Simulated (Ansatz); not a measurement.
**GaAs: As → C**

Consider GaAs in the zinc blende structure (space group F-43m, No. 216; a = 5.6594 Å).

Perturbation: every As is replaced by C, then cell and atoms are relaxed.

Method: Ansatz (a quantum-chemistry and plane-wave program), PBEsol, PAW, cutoff 420 eV, spin-orbit coupling left out, earlier PAW set. Γ-centred 17×17×17 mesh, Fermi–Dirac width 0.05 eV, for the changed cell.

| quantity | base | changed | shift |
|---|---|---|---|
| volume per atom | 22.66 Å³ | 12.48 Å³ | -10.18 Å³ |
| density | 5.30 g/cm³ | 5.44 g/cm³ | +0.14 g/cm³ |
| space group | F-43m (No. 216) | F-43m (No. 216) | – |
| shortest interatomic distance | 2.451 Å | 2.009 Å | -0.442 Å |
| band gap | 0.42 eV | zero | – |

Stability against distortions was not tested. As relaxed here, GaC is a hypothetical phase, not in the database extracts checked. The final runs are not spin-polarised. An odd electron count without spin: GaC.
